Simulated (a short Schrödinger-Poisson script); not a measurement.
System: symmetric double-gate stack, SiO2 on p-type GaAs, at 400 K.

| layer | material | thickness (nm) | Na (cm⁻³) |
|---|---|---|---|
| 1 | SiO2 | 3 | - |
| 2 | GaAs | 5 | 2e18 |
| 3 | SiO2 | 3 | - |

The device is made up for the run: typed textbook-type constants, with dimensions and the other settings drawn at random. SiO2: permittivity 3.9, conduction-band edge (eV) 3.17, gap (eV) 9, electron mass (mₑ) 0.5. GaAs: permittivity 12.9, conduction-band edge (eV) 0, gap (eV) 1.424, Nv at 300 K (cm⁻³) 9e18.

Channel valleys (confinement mass, in-plane density-of-states mass, number): Γ 0.067, 0.067, 1. At the gates, both at one voltage, the conduction-band edge of layer 1 lies 3.58 eV − eVg above the Fermi level of the channel. Gaps are held at their typed values at every temperature. Mesh 0.03 nm at interfaces.

Solved with a short Schrödinger-Poisson script written for these runs: 1D Poisson equation in equilibrium, electrons quantum, Hartree (BenDaniel-Duke, 12 states a valley, the channel's in-plane mass for all, wave functions ending at the dielectric), parabolic valleys, classical holes, full ionisation, no traps, pinning or gate leakage.

The same stack at other levels of the model or other numerical settings:

```
run                                                                  sheet density of all electrons at Vg = 1.9 V (cm⁻²)  sheet density of all electrons at Vg = 0.7 V (cm⁻²)  capacitance of both gates at Vg = 1.9 V (μF/cm²)  gate voltage at 1e11 electrons/cm² (V)  rough cost against the base
-------------------------------------------------------------------  ---------------------------------------------------  ---------------------------------------------------  ------------------------------------------------  --------------------------------------  ---------------------------
base                                                                                                             1.03e13                                              2.96e11                                              1.39                                    0.65                      about 1
electrons treated as classical, Boltzmann                                                                            ___                                                  ___                                              2.19                                    0.46                          0.1
electrons treated as classical, Fermi-Dirac                                                                      1.26e13                                                  ___                                              1.60                                    0.46                          0.3
electrons treated as quantum, Hartree plus LDA exchange-correlation                                              1.06e13                                              3.54e11                                              1.40                                    0.64                            2
mesh six times as coarse                                                                                         1.03e13                                              2.97e11                                              1.39                                    0.65                          0.4
one subband a valley                                                                                             1.03e13                                              2.96e11                                              1.39                                    0.65                          0.6
```

Q: What belongs in the gaps?

A: 
- electrons treated as classical, Boltzmann, sheet density of all electrons at Vg = 1.9 V (cm⁻²): 1.76e13
- electrons treated as classical, Fermi-Dirac, sheet density of all electrons at Vg = 0.7 V (cm⁻²): 1.48e12
- electrons treated as classical, Boltzmann, sheet density of all electrons at Vg = 0.7 V (cm⁻²): 2.04e12

The classical rows ignore confinement, and Boltzmann statistics overrate the density once the band edge passes the Fermi level.

Above a few 1e12 electrons/cm² a light Γ valley is non-parabolic and upper valleys begin to fill, which the model leaves out.
